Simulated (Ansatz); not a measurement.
## HfO2 under a change: uniaxial strain ε_zz = +4.83 %

The reference is HfO2 (space group Pca2_1, No. 29; a = 5.247 Å, b = 5.031 Å, c = 5.060 Å). Axes: x, y, z lie along a, b, c of the conventional cell.

One thing is altered: the cell is stretched by 4.83 % along z with no lateral relaxation, atoms relaxed at fixed cell.

Calculations: Ansatz (a program for electronic structure), r2SCAN, PAW, cutoff 500 eV, no SOC, earlier PAW set. k-mesh 5×5×5 (Γ-centred); smearing 0.05 eV (Fermi–Dirac).

```tsv
quantity	base	changed	shift
space group	Pca2_1 (No. 29)	Pca2_1 (No. 29)	–
shortest interatomic distance	2.031 Å	2.042 Å	+0.011 Å
energy relative to the base (free energy F)	0 meV/atom	+32 meV/atom	+32 meV/atom
pressure (mean of the normal stresses, compression positive)	0.00 GPa	-9.62 GPa	-9.62 GPa
band gap	4.97 eV	4.80 eV	-0.175 eV
gap character	indirect, Γ → k = (0.200, 0.400, 0.400) in the run's primitive reciprocal basis	indirect, Γ → k = (0.200, 0.400, 0.400) in the run's primitive reciprocal basis	–
smallest direct gap	5.17 eV	4.86 eV	-0.31 eV
valence-band top at Γ (three highest levels, from the VBM)	0.00, -0.06, -0.18 eV	0.00, -0.01, -0.19 eV	–
stress (xx, yy, zz, yz, xz, xy; compression positive)	–	(-4.09, -6.01, -18.75, 0.00, 0.00, 0.00) GPa	–
```

Final structure:

```yaml
crystal:
  lattice:
    - [5.24718, 0.00000, 0.00000]
    - [0.00000, 5.03060, 0.00000]
    - [0.00000, 0.00000, 5.30423]
  atoms:
    - { symbol: Hf, position: [0.03424, 0.26609, 0.25213] }
    - { symbol: Hf, position: [0.96576, 0.73391, 0.75213] }
    - { symbol: Hf, position: [0.53424, 0.73391, 0.25213] }
    - { symbol: Hf, position: [0.46576, 0.26609, 0.75213] }
    - { symbol: O, position: [0.36273, 0.06322, 0.10414] }
    - { symbol: O, position: [0.63727, 0.93678, 0.60414] }
    - { symbol: O, position: [0.86273, 0.93678, 0.10414] }
    - { symbol: O, position: [0.13727, 0.06322, 0.60414] }
    - { symbol: O, position: [0.22523, 0.53425, 0.99973] }
    - { symbol: O, position: [0.77477, 0.46575, 0.49973] }
    - { symbol: O, position: [0.72523, 0.46575, 0.99973] }
    - { symbol: O, position: [0.27477, 0.53425, 0.49973] }
```

Cost of the whole job for the changed cell (relaxation, final SCF and bands): roughly 10 core-minutes.

With Hf present, leaving out spin-orbit coupling can change the band edges. Stability against distortions was not tested. This is not the structure that HfO2 has at room temperature and ambient pressure.
